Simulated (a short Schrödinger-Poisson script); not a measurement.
Structure: MOS inversion layer, SiO2 on p-type Si(110), at 300 K.

| layer | material | thickness (nm) | Na (cm⁻³) |
|---|---|---|---|
| 1 | SiO2 | 3.2 | - |
| 2 | Si | 450 | 9.1e17 |

Constants are typed, rounded textbook-type inputs, not results; the design itself was drawn at random and stands for no fabricated device. SiO2: permittivity 3.9, conduction-band edge (eV) 3.15, gap (eV) 9, electron mass (mₑ) 0.5. Si: permittivity 11.7, conduction-band edge (eV) 0, gap (eV) 1.124, Nv at 300 K (cm⁻³) 3.1e19.

Channel valleys (confinement mass, in-plane density-of-states mass, number): Δ4 0.315, 0.324, 4; Δ2 0.19, 0.417, 2. At the gate the conduction-band edge of layer 1 lies 3.33 eV − eVg above the Fermi level of the channel; the field vanishes at the back. Gaps are held at their typed values at every temperature. Mesh 0.03 nm at interfaces.

Solved with a short Schrödinger-Poisson script written for these runs: 1D Poisson equation in equilibrium, electrons quantum, Hartree (BenDaniel-Duke, 12 states a valley, the channel's in-plane mass for all, wave functions free to enter the dielectric), parabolic valleys, classical holes, full ionisation, no traps, pinning or gate leakage.

**Question.** List the lowest subbands of each valley and their electrons at Vg = 2.85 V.

**Answer.** 
| valley | subband | energy from the Fermi level (meV) | electrons (cm⁻²) | share (%) |
|---|---|---|---|---|
| Δ4 | 0 | 0.1 | 9.68e12 | 79.7 |
| Δ4 | 1 | 160.7 | 2.79e10 | 0.2 |
| Δ4 | 2 | 263.1 | 5.32e8 | 0.0 |
| Δ2 | 0 | 30.3 | 2.43e12 | 20.0 |
| Δ2 | 1 | 205.1 | 3.23e9 | 0.0 |
| Δ2 | 2 | 322.5 | 3.44e7 | 0.0 |

All electrons: 1.21e13 cm⁻².
